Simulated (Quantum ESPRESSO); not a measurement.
A self-consistent single point of YScO3 (P1, 20 atoms in the cell) with Quantum ESPRESSO.

Method: PBEsol, PseudoDojo standard norm-conserving (PBESOL) pseudopotentials (plane waves; Quantum ESPRESSO).

The change in words: lattice scaled by 1.015. Reference geometry:
```
YScO3
1.0
    5.76218     0.00000     0.00000
    0.00000     7.99590     0.00000
    0.00000     0.00000     5.46845
Y Sc O
4 4 12
Direct
  0.94670   0.75642   0.97519
  0.06563   0.25025   0.02668
  0.55682   0.24942   0.48301
  0.45491   0.75297   0.51237
  0.00527   0.99782   0.49671
  0.50437   0.99303   0.99486
  0.48472   0.49548   0.01774
  0.99580   0.50069   0.49856
  0.94743   0.24347   0.63154
  0.05343   0.75245   0.37467
  0.56249   0.75398   0.12730
  0.44717   0.24764   0.86377
  0.80770   0.43748   0.19381
  0.19295   0.57127   0.82185
  0.69283   0.57220   0.68727
  0.30437   0.43119   0.31461
  0.30940   0.06425   0.30241
  0.67828   0.93579   0.68731
  0.19870   0.92934   0.81256
  0.79103   0.06488   0.17779
```

Reference input (self-consistent single point, DFT, PBEsol, plane waves, PseudoDojo standard norm-conserving (PBESOL) pseudopotentials): ecutwfc = 85 Ry; occupations = fixed; potentials = {Y: Y.upf, Sc: Sc.upf, O: O.upf}; K_POINTS = automatic 3 2 3 0 0 0; nbnd = 82; conv_thr = 1e-09 Ry. This run's input differs from it in these lines:

```diff
@@ -47,5 +47,5 @@
 CELL_PARAMETERS angstrom
-   5.7621800000     0.0000000000     0.0000000000
-   0.0000000000     7.9959000000     0.0000000000
-   0.0000000000     0.0000000000     5.4684500000
+   5.8486130000     0.0000000000     0.0000000000
+   0.0000000000     8.1158380000     0.0000000000
+   0.0000000000     0.0000000000     5.5504770000
```

Output (repeated stretches shortened):

```
     Self-consistent Calculation

     iteration #  1     ecut=    85.00 Ry     beta= 0.70

     total energy              =   -1108.55747635 Ry
     estimated scf accuracy    <       6.24505789 Ry

     iteration #  2     ecut=    85.00 Ry     beta= 0.70

     total energy              =   -1108.54260051 Ry
     estimated scf accuracy    <      16.57533579 Ry

     iteration #  3     ecut=    85.00 Ry     beta= 0.70

     total energy              =   -1111.58146660 Ry
     estimated scf accuracy    <       0.10924419 Ry

   [... 12 blocks of this kind left out ...]

     iteration # 16     ecut=    85.00 Ry     beta= 0.70

     total energy              =   -1111.78308991 Ry
     estimated scf accuracy    <          2.9E-09 Ry

     iteration # 17     ecut=    85.00 Ry     beta= 0.70
     End of self-consistent calculation

     highest occupied, lowest unoccupied level (ev):     8.5084   12.7410

!    total energy              =   -1111.78308991 Ry
     estimated scf accuracy    <          9.0E-10 Ry

     convergence has been achieved in  17 iterations

     Forces acting on atoms (cartesian axes, Ry/au):

     atom    1 type  1   force =    -0.01560876   -0.02102548    0.01404976
     atom    2 type  1   force =    -0.02190381   -0.01312981   -0.01970497
     atom    3 type  1   force =     0.01283952   -0.01896475    0.00948259
     atom    4 type  1   force =    -0.01554878   -0.00605329    0.01067100
     atom    5 type  2   force =    -0.00491282    0.00673934    0.00332893
     atom    6 type  2   force =    -0.01682694    0.01920146    0.00694244
   [... lines left out ...]

     Total force =     0.148364     Total SCF correction =     0.000033

          total   stress  (Ry/bohr**3)                   (kbar)     P=     -128.37
  -0.00093879   0.00002849  -0.00003523         -138.10        4.19       -5.18
   0.00002849  -0.00080060   0.00000665            4.19     -117.77        0.98
  -0.00003523   0.00000665  -0.00087845           -5.18        0.98     -129.22

   JOB DONE.
```

The run converged in 17 iterations. Against the reference run the free energy goes up by 35.3 meV/atom, the pressure goes from -6.61 to -12.84 GPa, the largest force goes from 2.270 to 1.997 eV/Å and the gap on the mesh goes from 4.374 to 4.233 eV. The full log also holds: “c_bands:  1 eigenvalues not converged”.

The starting cell comes from a database of computed structures (which also holds hypothetical and non-ambient phases and stackings), without a prior relaxation at this level. Its atoms were displaced at random from the sites of space group no. 62. For this run, on top of that: lattice scaled by 1.015. Forces in this geometry exceed 1 eV/Å.

Cost on one core of a shared machine: roughly 10 min.
